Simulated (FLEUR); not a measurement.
Input and output of a self-consistent single point for MgAu (Pm-3m, 2 atoms in the cell) (FLEUR).

Method: PBEsol, all-electron FLAPW (FLEUR), scalar-relativistic valence with spin-orbit coupling in second variation (FLEUR).

```yaml
crystal:
  lattice:
    - [3.23851, 0.00000, 0.00000]
    - [0.00000, 3.23851, 0.00000]
    - [0.00000, 0.00000, 3.23851]
  atoms:
    - { symbol: Mg, position: [0.50000, 0.50000, 0.50000] }
    - { symbol: Au, position: [0.00000, 0.00000, 0.00000] }
```

Reference input (self-consistent single point, DFT, PBEsol, all-electron FLAPW (FLEUR), scalar-relativistic valence): Kmax = 4.1 1/bohr; GmaxXC = 16.4 1/bohr; xcFunctional = PBEs; jspins = 1; l_soc = F; mode = gauss; fermiSmearingEnergy = 0.00367493 Htr; mesh (inpgen div1-3) = 7 7 7; inpgen gamma flag = false; Gmax = 16.4 1/bohr; numbands = 0; maxIterBroyd = 15. This run's input differs from it in these lines:

```diff
@@ -16,2 +16,3 @@
 &kpt div1=7 div2=7 div3=7 /
+&soc 0.0 0.0 /
 &end /
@@ -29,5 +30,5 @@
       <magnetism jspins="1"/>
-      <soc l_soc="F" theta="0.0" phi="0.0" spav="F"/>
+      <soc l_soc="T" theta="0.0" phi="0.0" spav="F"/>
       <expertModes spex="0" secvar="F"/>
-      <geometryOptimization l_f="T" forcealpha="1.0" forcemix="BFGS" epsdisp="0.00001" epsforce="0.00001"/>
+      <geometryOptimization l_f="F" forcealpha="1.0" forcemix="BFGS" epsdisp="0.00001" epsforce="0.00001"/>
       <ldaU l_linMix="F" mixParam="0.05" spinf="1.0"/>
```

Log, with long lists cut:

```
 Iteration:     1   Distance:      17.00073309 me/bohr^3
 Iteration:     2   Distance:      14.65356648 me/bohr^3
 Iteration:     3   Distance:       5.78362482 me/bohr^3
 Iteration:     4   Distance:       3.62077320 me/bohr^3
 Iteration:     5   Distance:       1.72391199 me/bohr^3
   [... 51 lines left out ...]
 Iteration:    57   Distance:       0.00037067 me/bohr^3
 Iteration:    58   Distance:       0.00031603 me/bohr^3
 Iteration:    59   Distance:       0.00030556 me/bohr^3
 Iteration:    60   Distance:       0.00030629 me/bohr^3
 Run finished successfully
 Stop message:
   all done

[file out, last iteration]
             iter=     60
[...]
          total density-effective poten   -3.3897248727E+04
          total charge density-energy d   -3.7625004489E+02
 Updated energy parameters for spin:           1
[...]
 fermi energy and band-weighting factors:
   [... 8 lines left out ...]

[...]
FERMIE:
   [... lines left out ...]
          first approx. to ef    (T=0)  :   0.335566 htr   (energy of the highest occ. eigenvalue)
   [... lines left out ...]
     k-point=    3
     k-point=    4
     k-point=    5
     k-point=    6
     k-point=    7
     k-point=    8
     k-point=    9
     k-point=   10
     k-point=   11
     k-point=   12
     k-point=   13
     k-point=   14
     k-point=   15
     k-point=   16
     k-point=   17
     k-point=   18
     k-point=   19
     k-point=   20
     k-point=   21
     k-point=   22
     k-point=   23
     k-point=   24
     k-point=   25
     k-point=   26
     k-point=   27
     k-point=   28
     k-point=   29
     k-point=   30
     k-point=   31
     k-point=   32
     k-point=   33
     k-point=   34
     k-point=   35
     k-point=   36
     k-point=   37
     k-point=   38
     k-point=   39
     k-point=   40
     k-point=   41
     k-point=   42
     k-point=   43
     k-point=   44
      0.000 0.000 0.000 0.000 0.000 0.000 0.000 0.000 0.000 0.000 0.000 0.000 0.000 0.000 0.
```

The run ended unconverged after 60 iterations. 

The starting cell comes from a database of computed structures (which also holds hypothetical and non-ambient phases and stackings), without a prior relaxation at this level. Its lattice was rescaled by a random factor within 2.5 % of one. Values depend on the basis (sphere radii, cutoffs, local orbitals), which need not be converged.

Cost on one core of a shared machine: roughly 2 min.
